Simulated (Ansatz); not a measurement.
**1T (CdI2-type) GeI2 (model structure)**

Computed with PBE0-D4 (plane waves, PAW; Ansatz, a quantum-chemistry and plane-wave program).

Cell: relaxed at this level.

```yaml
interlayer_binding_energy: 14.7 meV/Å²
layer_repeat_distance: 6.801 Å
gap_between_the_layers: 3.326 Å
```

Note: the relaxation could raise the start's symmetry but not lower it, so the cell can be a saddle point.

Spin–orbit coupling is not included.

Static lattice: no zero-point or thermal effects.

The result took about 27 core-minutes (a rough figure).

A model structure was made by putting elements into a prototype or built by hand; it is no filed structure, need not be a known phase, and can be a saddle point held by its symmetry.
